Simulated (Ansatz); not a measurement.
Amorphous Ti₂₀O₄₂Ge, 63 atoms at 3.37 g/cm³, one PBE-relaxed geometry, zone centre. Methods: PBE, scalar-relativistic without spin-orbit coupling (Ansatz, a program for electronic structure); r2SCAN, scalar-relativistic without spin-orbit coupling (Ansatz); HSE06, scalar-relativistic without spin-orbit coupling (Ansatz). Plane waves to 420 eV (r2SCAN 500 eV); exact exchange is cut at the cell's faces. At PBE the levels at the filled edge of the gap are localised (band-tail or defect states), and the nearest spread-out levels lie 3.0 eV apart at the zone centre. All rungs ran without spin polarisation.

Preparation: random packing, a CHGNet melt and quench, and a DFT relaxation. O atoms were pushed apart under 1.9 Å during the dynamics, to hinder bonds among them. The hot cell started wider than the set density and was brought back towards it in steps. It is the lowest in DFT energy of 2 quenches. It is a model cell: composition and starting density were chosen by hand, and all elements were melted together. No dispersion term was used. Its density started from a set value of 3.63 and ended at 3.37 g/cm³. Cooling (nominally 240 K/ps over its main leg) ran many orders faster than in experiment, which tends to leave more defects and strain. Values belong to this one cell and scatter from quench to quench. Volume and shape were free in the relaxation.

The relaxation ran on the zone centre alone. At PBE the level gap is 2.72 eV on a 2×2×2 Γ-centred mesh, and the spacing at the zone centre alone 2.77 eV.

Question: What zone-centre spacing does r2SCAN give, roughly?

Answer: 3.14 eV (+0.36 eV against PBE).

Question: What zone-centre spacing does HSE06 give, roughly?

Answer: 4.32 eV (+1.55 eV against PBE).

The highest filled and the lowest empty state spread over these numbers of atoms (participation numbers): PBE: 10.8 and 14.5; r2SCAN: 9.8 and 13.1; HSE06: 9.1 and 15.4.
